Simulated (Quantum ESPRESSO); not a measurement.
A self-consistent single point of CaSiAu (P-6m2, 3 atoms in the cell) with Quantum ESPRESSO.

Computed with PBEsol, PseudoDojo standard norm-conserving (PBESOL) pseudopotentials (plane waves; Quantum ESPRESSO 7.5).

The change in words: lattice scaled by 0.98. Reference geometry:
```xyz
3
Lattice="4.3276 0.0000 0.0000 -2.1638 3.7478 0.0000 0.0000 0.0000 3.9425" Properties=species:S:1:pos:R:3 pbc="T T T"
Ca     0.0000     0.0000     0.0000
Si     2.1638     1.2493     1.9712
Au     0.0000     2.4985     1.9712
```

Reference input (self-consistent single point, DFT, PBEsol, plane waves, PseudoDojo standard norm-conserving (PBESOL) pseudopotentials): ecutwfc = 80 Ry; occupations = smearing; smearing = gaussian; degauss = 0.0099958 Ry; potentials = {Ca: Ca.upf, Si: Si.upf, Au: Au.upf}; K_POINTS = automatic 6 6 6 0 0 0; conv_thr = 1e-11 Ry; mixing_beta = 0.4. This run's input differs from it in these lines:

```diff
@@ -26,9 +26,9 @@
 CELL_PARAMETERS {angstrom}
-   4.327590071     0.000000000     0.000000000
-  -2.163795036     3.747802939     0.000000000
-   0.000000000     0.000000000     3.942500000
+   4.241038204     0.000000000     0.000000000
+  -2.120519102     3.672846823     0.000000000
+   0.000000000     0.000000000     3.863650000
 ATOMIC_POSITIONS {alat}
 Ca    0.000000000    0.000000000    0.000000000
-Si    0.500000000    0.288675135    0.455507561
-Au    0.000000000    0.577350269    0.455507561
+Si    0.500000000    0.288675135    0.455507568
+Au    0.000000000    0.577350269    0.455507568
 K_POINTS {automatic}
```

The program printed (abridged):

```
     Self-consistent Calculation

     iteration #  1     ecut=    80.00 Ry     beta= 0.40

     total energy              =    -380.55567801 Ry
     estimated scf accuracy    <       0.50132452 Ry

     iteration #  2     ecut=    80.00 Ry     beta= 0.40

     total energy              =    -380.72866434 Ry
     estimated scf accuracy    <       0.10791360 Ry

     iteration #  3     ecut=    80.00 Ry     beta= 0.40

     total energy              =    -380.74383574 Ry
     estimated scf accuracy    <       0.00508662 Ry

   [... 7 blocks of this kind left out ...]

     iteration # 11     ecut=    80.00 Ry     beta= 0.40

     total energy              =    -380.74588940 Ry
     estimated scf accuracy    <          6.8E-10 Ry

     iteration # 12     ecut=    80.00 Ry     beta= 0.40
     End of self-consistent calculation

     the Fermi energy is    11.8716 ev

!    total energy              =    -380.74588940 Ry
     estimated scf accuracy    <          6.9E-12 Ry
     smearing contrib. (-TS)   =      -0.00055592 Ry
     internal energy E=F+TS    =    -380.74533348 Ry

     convergence has been achieved in  12 iterations

     Forces acting on atoms (cartesian axes, Ry/au):

     atom    1 type  1   force =     0.00000000    0.00000000    0.00000000
   [... zero for the other atoms too ...]

     Total force =     0.000000     Total SCF correction =     0.000000

          total   stress  (Ry/bohr**3)                   (kbar)     P=       30.60
   0.00024637  -0.00000000  -0.00000000           36.24       -0.00       -0.00
  -0.00000000   0.00024637   0.00000000           -0.00       36.24        0.00
  -0.00000000   0.00000000   0.00013128           -0.00        0.00       19.31

   JOB DONE.
```

The run converged in 12 iterations. Against the reference run the free energy goes up by 2.5 meV/atom and the pressure goes from -2.14 to 3.06 GPa. The full log also holds: “c_bands:  1 eigenvalues not converged”.

The starting cell comes from a database of computed structures (which also holds hypothetical and non-ambient phases and stackings), without a prior relaxation at this level. For this run, on top of that: lattice scaled by 0.98. Spin-orbit coupling is off. With a pressure of about 3 GPa the cell is away from its equilibrium volume at this level.

Cost on one core of a shared machine: roughly 40 s.
